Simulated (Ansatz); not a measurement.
Ir: biaxial strain −3.50 %, plane normal [110], relaxed out of plane

Base system: Ir in the fcc (Cu type) structure (space group Fm-3m, No. 225; a = 3.831 Å; relaxed with 0.1 eV smearing). Axes: x, y, z lie along the cube axes.

The change: biaxial strain −3.50 %, plane normal [110], relaxed out of plane (Cartesian); in-plane vectors clamped, the third vector and the atoms free.

Calculations: Kohn–Sham DFT with the PBEsol functional, run in Ansatz (an electronic-structure program) with PAW and 420 eV plane waves, without spin-orbit coupling. Settings: 29×29×29 k-points, 0.1 eV Fermi–Dirac smearing.

The volume per atom decreases by 0.625 Å³ to 13.43 Å³ and the shortest interatomic distance decreases by 9.5 pm to 261.4 pm. The energy rises by 95 meV/atom and the pressure (mean of the normal stresses, compression positive) goes from zero to 21.5 GPa. The band gap is still zero and the out-of-plane strain comes out as +2.61 %. The ratio −ε⊥/ε∥ is 0.75.

Final structure (turned so that z lies along the plane normal):

```
CELL_PARAMETERS angstrom
      2.61418     0.00000     0.00000
      0.00000     3.69701     0.00000
      1.30709     1.84850     1.38991
ATOMIC_POSITIONS crystal
  Ir 0.00000 0.00000 0.00000
```

Cost of the whole job for the changed cell (relaxation, final SCF and bands): about 7 core-minutes (a rough figure).

No phonon test of stability was made. All final runs are without spin polarisation.
